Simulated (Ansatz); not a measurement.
Partial pair distribution functions of a relaxed model of amorphous Hf$_{18}$O$_{41}$Nb$_{2}$, broadened by 0.06 Å; density 8.77 g/cm³. These are PBE, scalar-relativistic without spin-orbit coupling (plane waves to 420 eV, PAW; Ansatz, a quantum-chemistry and plane-wave program) values and carry that method's errors.

A CHGNet melt-quench gave the starting glass, which DFT then relaxed. O atoms were pushed apart under 1.9 Å during the dynamics, to hinder bonds among them. The hot cell started wider than the set density and was brought back towards it in steps. It is the lowest in DFT energy of 2 quenches. It is a model cell: composition and starting density were chosen by hand, and all elements were melted together. No dispersion term was used. Its density started from a set value of 8.49 and ended at 8.77 g/cm³. The quench (nominally 300 K/ps over its main leg) was far faster than any real one, so the model tends to hold more defects than a real film. Values belong to this one cell and scatter from quench to quench. Volume and shape were free in the relaxation. On a 2×2×2 Γ-centred mesh force components of up to 0.13 eV/Å stay, since the relaxation ran on the zone centre alone.

```tsv
r (Å)	g Hf-O	g O-Nb	g Hf-Hf	g O-O
1.65	0.00	0.00	0.00	0.00
1.75	0.00	0.52	0.00	0.00
1.85	0.14	5.64	0.00	0.00
1.95	2.00	7.26	0.00	0.00
2.05	6.97	3.29	0.00	0.00
2.15	6.39	2.70	0.00	0.00
2.25	2.94	2.08	0.00	0.00
2.35	1.31	0.71	0.00	0.14
2.45	0.57	0.02	0.00	0.81
2.55	0.30	0.00	0.00	2.03
2.65	0.24	0.00	0.00	2.70
2.75	0.24	0.00	0.00	2.62
2.85	0.07	0.00	0.00	2.20
2.95	0.12	0.00	0.02	1.93
3.05	0.34	0.01	0.37	1.43
3.15	0.36	0.41	1.81	1.62
3.25	0.45	0.88	3.60	0.99
3.35	0.52	0.17	3.13	0.75
3.45	0.36	0.57	2.38	0.76
3.55	0.46	0.91	1.60	0.65
3.65	0.68	1.17	1.79	0.69
3.75	0.89	0.66	1.56	0.65
3.85	0.93	1.58	2.13	0.83
3.95	0.81	1.67	1.68	1.01
4.05	1.09	1.45	1.18	1.01
4.15	1.51	1.57	0.66	1.11
4.25	1.23	1.30	0.47	0.92
4.35	1.33	1.56	0.60	0.67
4.45	1.37	1.53	0.58	0.62
4.55	1.44	1.16	0.41	0.69
```

Within 2.84 Å each Hf has 6.61 O neighbours on average.
